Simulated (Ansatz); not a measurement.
# What isotropic strain +1.50 % does to AlN

Take AlN in the zinc blende structure (space group F-43m, No. 216; a = 4.4032 Å) as the base.

One thing is altered: the cell is scaled by 1.0150 in all directions, atoms relaxed at fixed cell.

Computed with PBE (Ansatz, a first-principles code), no spin-orbit coupling. Settings: 13×13×13 k-points, 0.05 eV Fermi–Dirac smearing.

```tsv
quantity	base	changed	shift
volume per atom	10.67 Å³	11.16 Å³	+0.49 Å³
space group	F-43m (No. 216)	F-43m (No. 216)	–
shortest interatomic distance	190.7 pm	193.5 pm	+2.86 pm
energy relative to the base (free energy F)	0 meV/atom	+12 meV/atom	+12 meV/atom
band gap	3.31 eV	3.28 eV	-0.03 eV
gap character	indirect, Γ → X	indirect, Γ → X	–
smallest direct gap	3.98 eV	3.59 eV	-0.382 eV
mean gap deformation potential ΔEg/Δln V	–	-0.6 eV	–
width of the top valence band	2.63 eV	2.54 eV	-0.09 eV
electron mass	0.53 mₑ along k, 0.33 mₑ across (at X)	0.54 mₑ along k, 0.33 mₑ across (at X)	–
hole mass (degenerate bands, along [100])	0.31, 1.5, 1.5 mₑ (at Γ)	0.29, 1.5, 1.5 mₑ (at Γ)	–
valley order (the lowest conduction-band minima on the path, energy above the VBM, named in the base's zone)	X along ⟨100⟩ 3.31 eV; Γ 3.98 eV	X along ⟨100⟩ 3.28 eV; Γ 3.59 eV	–
```

Effective masses come from finite differences of ±0.01 Å⁻¹. Along k means along the line from Γ to the band edge. Whether these cells are dynamically stable was not tested. This is not the structure that AlN has at room temperature and ambient pressure.
